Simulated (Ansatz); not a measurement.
Consider TiN in the rock salt structure (space group Fm-3m, No. 225; a = 4.205 Å; relaxed with 0.1 eV smearing). Axes: x, y, z lie along the cube axes.

Method: PBEsol/PAW in Ansatz (a first-principles code), scalar-relativistic without spin-orbit coupling.

Before the change:

```
Item                             Value
-----------------------------  -------
Shortest interatomic distance  2.102 Å
```

One thing is altered: uniaxial strain ε_zz = −1.19 %, all other strain components held at zero; the atoms relax in the strained cell.

What happens to the energy relative to the base, shortest interatomic distance and stress?

The energy increases by 2.8 meV/atom; the shortest interatomic distance decreases by 0.025 Å, from 2.102 Å to 2.077 Å; the stress (xx, yy, zz, yz, xz, xy; compression positive) comes out as (1.6, 1.6, 8.2, 0.0, 0.0, 0.0) GPa.

No phonon test of stability was made. The base started in Pnma and relaxed to Fm-3m at this level. All final runs are without spin polarisation. An odd electron count without spin: TiN.
